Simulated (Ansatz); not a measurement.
SnS (model structure, started from the SnO type, Pmn2₁, No. 31, 4 atoms in the cell), treated with PBE in Ansatz (PAW).

Settings: plane-wave cutoff 520 eV, 10×6×8 k mesh (along the axes of the cell as run), Fermi–Dirac smearing 0.01 eV, scalar-relativistic PAW data made under PBE.

Cell (relaxed at this level):

```xyz
4
Lattice="4.0821 0.0000 0.0000 0.0000 6.3449 0.0000 0.0000 0.0000 4.3090" Properties=species:S:1:pos:R:3 pbc="T T T"
Sn     0.0000     1.4193     2.5244
Sn     2.0411     4.9256     0.3699
S      0.0000     5.1631     2.8619
S      2.0411     1.1818     0.7074
```

Question: What does this level give for the band gap and direct gap at Γ?

Answer: 
- band gap: 0.91 eV (on the SCF k mesh)
- direct gap at Γ: 4.00 eV

Note: the relaxation could raise the start's symmetry but not lower it, so the cell can be a saddle point; the cell has widely spaced layers and the level no dispersion term, so their spacing and the moduli can rest on weak binding.

Spin–orbit coupling is not included.

The computed numbers hold no vibrational or temperature effects.

Computing time: about 5 core-minutes (a rough figure).

A model structure was made by putting elements into a prototype or built by hand; it is no filed structure, need not be a known phase, and can be a saddle point held by its symmetry.

Ansatz is a program for electronic structure.
